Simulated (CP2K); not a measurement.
A user runs CP2K on CaMg (Pmmn, 4 atoms in the cell) and asks whether the run is sound. The aim is a self-consistent single point with DFT LDA (Pade form), GPW, DZVP-MOLOPT-SR-GTH basis, GTH-PADE potentials (GTH_POTENTIALS).

Cell that was meant: a = 3.6926 Å, b = 5.8096 Å, c = 5.9893 Å, α = 90.00°, β = 90.00°, γ = 90.00°.

Part of the input:

```
    &END CELL
    &COORD
      SCALED
      Ca       0.00000000     0.00000000     0.55832255
      Ca       1.84632000     2.90478500     5.43097745
      Mg       1.84632000     0.00000000     3.50356082
      Mg       0.00000000     2.90478500     2.48573918
    &END COORD
    &KIND Ca
      BASIS_SET DZVP-MOLOPT-SR-GTH
```

Output, abridged:

```
 GLOBAL| Method name                                                        CP2K
   [... lines left out ...]
                        No outer SCF

 Extrapolation method: initial_guess

 Number of electrons:                                                         40
 Number of occupied orbitals:                                                 20
 Number of molecular orbitals:                                                28

 Number of orbital functions:                                                 46
 Number of independent orbital functions:                                     46
 SCF WAVEFUNCTION OPTIMIZATION

  Step     Update method      Time    Convergence         Total energy    Change
     1 NoMix/Diag. 0.30E+00      -    77.72918235      -186.1855444182 -1.86E+02
     2 Broy./Diag. 0.30E+00      -     4.97134158      -139.8873253419  4.63E+01
     3 Broy./Diag. 0.30E+00      -    12.43893164      -149.1766265897 -9.29E+00
     4 Broy./Diag. 0.30E+00      -     4.81747569      -157.2601586523 -8.08E+00
     5 Broy./Diag. 0.30E+00      -     5.87224123      -155.9760425250  1.28E+00
     6 Broy./Diag. 0.30E+00      -     0.78142213      -155.9316470972  4.44E-02
   [... 28 lines left out ...]
    35 Broy./Diag. 0.30E+00      -     0.00000199      -157.5110909103  7.84E-07
    36 Broy./Diag. 0.30E+00      -     0.00000243      -157.5110903729  5.37E-07
    37 Broy./Diag. 0.30E+00      -     0.00000348      -157.5110910649 -6.92E-07
    38 Broy./Diag. 0.30E+00      -     0.00000030      -157.5110913574 -2.92E-07
  *** SCF run converged in    38 steps ***

  Overlap energy of the core charge distribution:               1.25810899152971
  Self energy of the core charge distribution:               -412.11638441799846
  Core Hamiltonian energy:                                    161.58637789187406
  Hartree energy:                                             125.14729304782686
  Exchange-correlation energy:                                -33.38609934477265
  Smearing free energy correction:                             -0.00038752585546
  Fermi energy:                                                -0.02421942356531

  Total energy:                                              -157.51109135735868
  Total energy (extrapolated to sigma->0):                   -157.51089759443096

   [... lines left out ...]
 STRESS|                        x                   y                   z
 STRESS|      x        1.66921319998E+07  -4.93146337689E+05   9.49800032306E+06
 STRESS|      y       -4.93146337689E+05   1.22543340954E+07   9.49311421329E+06
 STRESS|      z        9.49800032306E+06   9.49311421329E+06   1.28097391995E+07
 STRESS| 1/3 Trace                                             1.39187350982E+07
```

Q: Is this run sound? If not, what is wrong?

A: The run is not sound. The fault is fractional and Cartesian coordinates mixed up. The same three numbers mean different points as fractional and as Cartesian coordinates. To fix it, make label and numbers agree, by changing either. The run converged in 38 iterations without an error; against the sound input the free energy rises by 287 eV/atom, the pressure goes from -0.95 to 1392 GPa and the largest force goes from 0.193 to 1993 eV/Å.

The sound input it was made from differs as follows (other fixes are possible):
```diff
-      Ca       0.00000000     0.00000000     0.55832255
-      Ca       1.84632000     2.90478500     5.43097745
-      Mg       1.84632000     0.00000000     3.50356082
-      Mg       0.00000000     2.90478500     2.48573918
+      Ca       0.00000000     0.00000000     0.09322000
+      Ca       0.50000000     0.50000000     0.90678000
+      Mg       0.50000000     0.00000000     0.58497000
+      Mg       0.00000000     0.50000000     0.41503000
```

With that input, the run converged in 13 iterations: free energy E − TS -5435.7632 eV; Fermi level (on the code's own zero) 4.25 eV; pressure -0.95 GPa; largest force (vector length) 0.193 eV/Å (DFT LDA (Pade form), GPW, DZVP-MOLOPT-SR-GTH basis, GTH-PADE potentials (GTH_POTENTIALS)).

On the sound input: the starting cell comes from a database of computed structures (which also holds hypothetical and non-ambient phases and stackings), without a prior relaxation at this level. Values carry the incompleteness of an atom-centred basis.
